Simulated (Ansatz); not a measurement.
Start from InSb (space group Cmcm, No. 63; a cell from a computed database, its experimental status unchecked).

```cif
data_In12Sb12
_chemical_formula_sum 'In12 Sb12'
_space_group_name_H-M_alt 'Cmcm'
_space_group_IT_number 63
_space_group_name_Hall '-C 2c 2'
_cell_length_a 6.00928
_cell_length_b 6.24538
_cell_length_c 17.30877
_cell_angle_alpha 90.000
_cell_angle_beta 90.000
_cell_angle_gamma 90.000
loop_
_atom_site_label
_atom_site_type_symbol
_atom_site_symmetry_multiplicity
_atom_site_Wyckoff_symbol
_atom_site_fract_x
_atom_site_fract_y
_atom_site_fract_z
_atom_site_occupancy
In1 In 4 c 0.00000 0.06164 0.75000 1
In2 In 8 f 0.00000 0.60697 0.08692 1
Sb1 Sb 4 c 0.00000 0.44081 0.25000 1
Sb2 Sb 8 f 0.00000 0.10665 0.07624 1
```
(The calculation used a cell of 12 atoms; values per cell refer to that cell.)

Calculations: PBEsol/PAW in Ansatz (an electronic-structure program), no SOC.

One change was made to it. Results:

```csv
quantity,base,after
shortest interatomic distance,2.956 Å,2.959 Å
band gap,zero,zero
density,7.26 g/cm³,7.30 g/cm³
```

Q: Which change produced these results?
A) pressure −1 GPa
B) pressure 5 GPa
C) pressure 10 GPa
D) pressure 0.3 GPa

A: D, pressure 0.3 GPa. For comparison, the shortest interatomic distance in the other runs: pressure 10 GPa gives 2.871 Å; pressure −1 GPa gives 2.891 Å; pressure 5 GPa gives 2.928 Å.

Load acts through the strain it causes; cell and atoms are relaxed under it. Stability against distortions was not tested. No other phases were tried under pressure. The final runs are not spin-polarised. This is not the structure that InSb has at room temperature and ambient pressure.
